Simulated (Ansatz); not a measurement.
Input and output of a self-consistent single point for YGe (Cm, 4 atoms in the cell) (Ansatz, a program for electronic structure).

Method: PBEsol, default PAW files made with PBE (plane waves; Ansatz).

```
CELL_PARAMETERS angstrom
      2.14770    -5.37829     0.00000
      2.14770     5.37829     0.00000
      0.00000     0.00000     3.96646
ATOMIC_POSITIONS crystal
  Y  0.13861 0.86139 0.26261
  Y  0.86139 0.13861 0.75000
  Ge 0.41562 0.58438 0.25000
  Ge 0.58438 0.41562 0.75000
```

Reference input (self-consistent single point, DFT, PBEsol, plane waves, default PAW files made with PBE): basis.ecutwfc = 30.9 Ry; kpoints.mp_grid.grid = 6 6 6; hamiltonian.xc = pbesol; hamiltonian.pseudopotentials = {kind: paw} (the program's default PAW files); scf.occupations.method = fermi_dirac; scf.occupations.width = 0.0073 Ry. This run's input differs from it in these lines:

Ansatz 0.2 input:
```diff
@@ -14,3 +14,3 @@
 kpoints:
-  mp_grid: { grid: [6, 6, 6] }
+  mp_grid: { grid: [16, 16, 16], shift: [0.5, 0.5, 0.5] }
 hamiltonian:
```

The program printed (abridged):

```
SCF iter   1: F=—  HF=-16101.038508 eV  |F-HF|=—  |Δ(HF+E_count)|=         —  Δρ=2.72e-3  dr2=5.63e-3  ethr=1.77e-3  ⟨swp⟩=5.9  Hψ=126945  notcnv=0
all-band conjugate gradients solve this SCF's bands
preconditioner: auto → Kerker (q_TF=auto, 2.466 Å⁻¹)
SCF iter   2: F=—  HF=-16101.035486 eV  |F-HF|=—  |Δ(HF+E_count)|=   3.02e-3  Δρ=1.54e-3  dr2=1.94e-3  ethr=1.13e-5  ⟨swp⟩=2.0  Hψ=59900  notcnv=0
SCF iter   3: F=—  HF=-16101.035370 eV  |F-HF|=—  |Δ(HF+E_count)|=   1.16e-4  Δρ=5.52e-4  dr2=3.48e-4  ethr=3.88e-6  ⟨swp⟩=2.1  Hψ=45334  notcnv=0
SCF iter   4: F=—  HF=-16101.035308 eV  |F-HF|=—  |Δ(HF+E_count)|=   6.20e-5  Δρ=1.46e-4  dr2=2.51e-5  ethr=6.96e-7  ⟨swp⟩=2.0  Hψ=57596  notcnv=0
SCF iter   5: F=—  HF=-16101.035303 eV  |F-HF|=—  |Δ(HF+E_count)|=   4.55e-6  Δρ=4.43e-5  dr2=1.76e-6  ethr=5.03e-8  ⟨swp⟩=2.0  Hψ=57771  notcnv=0
SCF iter   6: F=—  HF=-16101.035302 eV  |F-HF|=—  |Δ(HF+E_count)|=   8.53e-7  Δρ=1.41e-5  dr2=2.11e-7  ethr=3.51e-9  ⟨swp⟩=2.0  Hψ=57701  notcnv=0
SCF iter   7: F=-16101.035302 eV  HF=-16101.035302 eV  |F-HF|=2.14e-9  |Δ(HF+E_count)|=   3.43e-8  Δρ=2.12e-6  dr2=5.40e-9  ethr=2.00e-10  ⟨swp⟩=4.3  Hψ=103655  notcnv=0
SCF 1 converged in 7 iterations: F = -16101.035302 eV  dr2 = 5.40e-9
Free energy (F): -16101.035302 eV
Internal energy: -16100.967417 eV  (E = F + TS)
E sigma→0 (E₀):  -16101.001360 eV
Entropy (-TS):   -0.067885 eV (-16.971 meV/atom)
Fermi energy:    11.231476 eV
--- Forces (eV/Å), atoms counted from 1 ---
  atom   1  Y     -0.00000000     0.04080535    -0.29221333
  atom   2  Y      0.00000000    -0.04793555     0.08142419
  atom   3  Ge    -0.00000000     0.00771966     0.03710921
  atom   4  Ge     0.00000000    -0.00058994     0.17368150
--- Stress (GPa, compression-positive) ---
       -3.170755       0.000000      -0.000000
        0.000000      -3.048252       0.283161
       -0.000000       0.283161      -3.070096
  P = ⅓ Tr σ = -3.0964 GPa (-30.964 kbar)
  The stress holds the Pulay correction. Without it, at fixed plane waves, as pw.x and ABINIT print it: P = -3.1103 GPa
```

The run converged in 7 iterations. Against the reference run the free energy goes down by 3.4 meV/atom, the pressure stays near -3.10 GPa while the zz stress (positive for compression) goes from -2.64 to -3.07 GPa and the largest force hardly changes (0.301 to 0.295 eV/Å).

The starting cell comes from a database of computed structures (which also holds hypothetical and non-ambient phases and stackings), without a prior relaxation at this level. Its lattice was rescaled by up to half a per cent. One atom was moved a little off its site on purpose. Ansatz's pressure includes its estimate of the finite-basis (Pulay) stress.

Cost on one core of a shared machine: roughly 3 min.
